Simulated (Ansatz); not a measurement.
## How far PBE and r2SCAN part for CuAu, biaxial strain −1.40 %, plane normal [001], relaxed out of plane

The reference is CuAu (space group P4/mmm, No. 123; a = 2.869 Å, c = 3.645 Å; relaxed with 0.1 eV smearing). Axes: x, y, z lie along a, b, c of the conventional cell.

(Cell as relaxed with PBE.)

Levels (all Ansatz, a program for electronic structure, PAW): PBE (420 eV, no spin-orbit coupling); r2SCAN (500 eV, without spin-orbit coupling).

Each level relaxes its own structure.

```
base                      PBE    r2SCAN
-------------------  --------  --------
volume per atom      15.01 Å³  14.53 Å³
lattice parameter a   2.869 Å   2.853 Å
band gap                 zero      zero
```

Now apply this change: biaxial strain −1.40 %, plane normal [001], relaxed out of plane (Cartesian); in-plane vectors clamped, the third vector and the atoms free.

| quantity | PBE | r2SCAN |
|---|---|---|
| pressure (mean of the normal stresses, compression positive) | 0.8 GPa | ___ |
| shortest interatomic distance | 2.736 Å | ___ |

Problem. Given the PBE results, estimate those of r2SCAN.

Solution. 
- pressure (mean of the normal stresses, compression positive), r2SCAN: 0.7 GPa
- shortest interatomic distance, r2SCAN: 2.702 Å

PBE's shortest interatomic distance lies 0.0334 Å above r2SCAN's (1.2 %). Neither level is exact; r2SCAN is the comparison here, not a measurement.

Whether these cells are dynamically stable was not tested. The final runs are not spin-polarised.
